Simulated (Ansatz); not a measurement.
# MoTe2: response to strain

Start from MoTe2 (space group P2_1/m, No. 11; layered, stacked along the Cartesian z axis).

```xyz
12
Lattice="6.3217 0.0000 0.0000 0.0000 3.4914 0.0000 -0.6878 0.0000 14.1738" Properties=species:S:1:pos:R:3 pbc="T T T"
Te     3.3194     2.6185     5.0332
Te     2.3145     0.8728     9.1406
Te     3.6223     0.8728     1.4482
Te     2.0116     2.6185    12.7256
Te     0.4873     2.6185     2.0558
Te     5.1467     0.8728    12.1180
Mo     1.6798     2.6185     7.1861
Mo     3.9542     0.8728     6.9877
Te     0.1110     0.8728     5.6366
Te     5.5230     2.6185     8.5371
Mo     1.1372     0.8728     0.1051
Mo     4.4967     2.6185    14.0687
```

Cartesian axes are those of the cell as printed.

Strains are applied to the cell and any free atomic positions relax; under biaxial strain the out-of-plane vector relaxes too.

The values are results of r2SCAN+rVV10 (Ansatz, an electronic-structure program, PAW, scalar-relativistic without spin-orbit coupling), not measurements.

Notes on the quantities. energy relative to the base: free energy F; pressure: mean of the normal stresses, compression positive.

```tsv
case	energy relative to the base	pressure	largest internal atomic displacement	volume per atom
base	0 meV/atom	0.0 GPa	–	26.07 Å³
biaxial strain −0.21 %, plane normal [001], relaxed out of plane	–	0.2 GPa	–	26.05 Å³
isotropic strain −4.41 %	+87 meV/atom	9.7 GPa	0.127 Å	22.77 Å³
isotropic strain +2.42 %	+20 meV/atom	-3.0 GPa	0.077 Å	28.01 Å³
uniaxial strain ε_xx = +1.42 %	+2.3 meV/atom	-0.9 GPa	0.012 Å	26.44 Å³
```

Whether these cells are dynamically stable was not tested. All final runs are without spin polarisation.
